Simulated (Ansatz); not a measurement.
The starting structures come from a database of crystals and need not be the phases stable at ambient conditions.

 Where the default PAW files enter, the runs use the earlier of Ansatz's two default sets.

Inside the gap of an insulator the Bloch states are evanescent, with a wavenumber k + iκ along the transport direction.

Input:

```xyz
10
Lattice="5.7205 0.0000 0.0000 0.0000 5.7205 0.0000 2.8602 -2.8602 4.1729" Properties=species:S:1:pos:R:3 pbc="T T T"
Sr     5.7205     2.8602     2.0864
Sr     2.8602     0.0000     2.0864
Cd     2.8602     2.8602     0.0000
W      0.0000     0.0000     0.0000
O      0.9340     4.0441     0.0000
O      4.7865     1.6763     0.0000
O      1.6763     0.9340     0.0000
O      4.0441     4.7865     0.0000
O      5.7205     0.0000     1.9248
O      2.8602     2.8602     2.2481
```

Space group of this cell: I4/m. The cell is taken as given; by PBEsol its mean pressure is -1.7 GPa.

Transport runs along the normal of the first two printed cell vectors, the (001) plane of the conventional cell.

The gap is the functional's own. No spin-orbit coupling. Mid-gap values are interpolated on the energy grid.

Task: Compute, with Ansatz (a quantum-chemistry and plane-wave program) with PBEsol, the band gap and the smallest decay constant κ at mid-gap.

Result: Gap 3.13 eV on a 8×8×8 mesh; κ = 0.341 1/Å, at (0.500, 0.000) of the in-plane reciprocal vectors. At the zone centre, at the nearest computed energy, the slowest state has κ = 0.42 1/Å.
